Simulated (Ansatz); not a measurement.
GaAs (model structure, started from the BeO type, P4₂/mnm, No. 136, 8 atoms in the cell), treated with PBEsol (Ansatz, a first-principles code, plane waves, PAW).

Output (set-up and result lines):

```
Crystal: 8 atoms, lattice volume = 191.547 Å³
Basis set: ecut = 520 eV, 5195 PW (Γ), exchange–correlation on 108×108×60 points (8 copies of the dense FFT grid, shifted against one another)
Bands: 68, of which v1, the nominal top of the filled ones, is band 56 counted from 1 (55 counted from 0)
Symmetry: 16 space group operations
Space group: P42/mnm (ITA 136), of the structure as read, at distance tolerance 5.8e-5 Å
k-points: 60 of 360
Functional: x = pbesol(κ = 0.804, μ = 0.12345679012345678), c = pbesol(β = 0.046)
SCF iter   1: F=—  HF=-34226.809795 eV  |F-HF|=—  |Δ(HF+E_count)|=         —  Δρ=2.58e-3  dr2=1.90e-2
SCF iter   2: F=—  HF=-34226.799152 eV  |F-HF|=—  |Δ(HF+E_count)|=   1.06e-2  Δρ=1.23e-3  dr2=3.94e-3
  ...
SCF iter   8: F=—  HF=-34226.798951 eV  |F-HF|=—  |Δ(HF+E_count)|=   7.52e-8  Δρ=7.43e-7  dr2=1.78e-9
SCF iter   9: F=-34226.798951 eV  HF=-34226.798951 eV  |F-HF|=6.55e-11  |Δ(HF+E_count)|=   2.46e-9  Δρ=1.59e-7  dr2=6.22e-11
SCF 1 converged in 9 iterations: F = -34226.798951 eV  dr2 = 6.22e-11
SCF converged after 9 iterations
Free energy (F): -34226.798951 eV
Internal energy: -34226.798951 eV  (E = F + TS)
E sigma→0 (E₀):  -34226.798951 eV
Fermi energy:    7.560007 eV
--- Stress (GPa, compression-positive) ---
       -0.001437       0.000000       0.000000
        0.000000      -0.001437       0.000000
        0.000000       0.000000       0.002060
  P = ⅓ Tr σ = -0.0003 GPa (-0.003 kbar)
```

Write an input file that could have produced this run (the log leaves some choices open).

Several could match; the one computed here: 
Ansatz 0.2 input:
```yaml
crystal:
  lattice:
    - [6.9180320262, 0.0, 0.0]
    - [0.0, 6.9180320262, 0.0]
    - [0.0, 0.0, 4.0022973736]
  atoms:
    - { symbol: Ga, position: [0.3240399335, 0.6759600665, 0.0] }
    - { symbol: Ga, position: [0.6759600665, 0.3240399335, 0.0] }
    - { symbol: Ga, position: [0.8240399335, 0.8240399335, 0.5] }
    - { symbol: Ga, position: [0.1759600665, 0.1759600665, 0.5] }
    - { symbol: As, position: [0.3178903866, 0.3178903866, 0.0] }
    - { symbol: As, position: [0.6821096134, 0.6821096134, 0.0] }
    - { symbol: As, position: [0.1821096134, 0.8178903866, 0.5] }
    - { symbol: As, position: [0.8178903866, 0.1821096134, 0.5] }
basis:
  ecutwfc: 520
  ecutrho_ratio: 4
  xc_grid: 2
kpoints:
  mp_grid: { grid: [6, 6, 10] }
  band_path:
    path:
      - [0.0, 0.0, 0.0]
      - [0.0, 0.125, 0.0]
      - [0.0, 0.25, 0.0]
      - [0.0, 0.375, 0.0]
      - [0.0, 0.5, 0.0]
      - [0.125, 0.5, 0.0]
      - [0.25, 0.5, 0.0]
      - [0.375, 0.5, 0.0]
      - [0.5, 0.5, 0.0]
      - [0.416667, 0.416667, 0.0]
      - [0.333333, 0.333333, 0.0]
      - [0.25, 0.25, 0.0]
      - [0.166667, 0.166667, 0.0]
      - [0.083333, 0.083333, 0.0]
      - [0.0, 0.0, 0.071429]
      - [0.0, 0.0, 0.142857]
      - [0.0, 0.0, 0.214286]
      - [0.0, 0.0, 0.285714]
      - [0.0, 0.0, 0.357143]
      - [0.0, 0.0, 0.428571]
      - [0.0, 0.0, 0.5]
      - [0.0, 0.125, 0.5]
      - [0.0, 0.25, 0.5]
      - [0.0, 0.375, 0.5]
      - [0.0, 0.5, 0.5]
      - [0.125, 0.5, 0.5]
      - [0.25, 0.5, 0.5]
      - [0.375, 0.5, 0.5]
      - [0.5, 0.5, 0.5]
      - [0.416667, 0.416667, 0.5]
      - [0.333333, 0.333333, 0.5]
      - [0.25, 0.25, 0.5]
      - [0.166667, 0.166667, 0.5]
      - [0.083333, 0.083333, 0.5]
      - [0.0, 0.5, 0.071429]
      - [0.0, 0.5, 0.142857]
      - [0.0, 0.5, 0.214286]
      - [0.0, 0.5, 0.285714]
      - [0.0, 0.5, 0.357143]
      - [0.0, 0.5, 0.428571]
      - [0.5, 0.5, 0.071429]
      - [0.5, 0.5, 0.142857]
      - [0.5, 0.5, 0.214286]
      - [0.5, 0.5, 0.285714]
      - [0.5, 0.5, 0.357143]
      - [0.5, 0.5, 0.428571]
    npoints: 1
hamiltonian:
  xc: pbesol
  dispersion: none
  pseudopotentials: { kind: paw }
scf:
  occupations: { method: fermi_dirac, width: 0.01 }
  convergence: { dr2_threshold: 0.0000000008 }
output:
  forces: true
  stress: true
  eigenvalues: true
  write_bands: true
```

The PAW data were made under PBE.

Note: the relaxation could raise the start's symmetry but not lower it, so the cell can be a saddle point.

It cost about 70 core-seconds (a rough figure) of CPU time.

A model structure was made by putting elements into a prototype or built by hand; it is no filed structure, need not be a known phase, and can be a saddle point held by its symmetry.
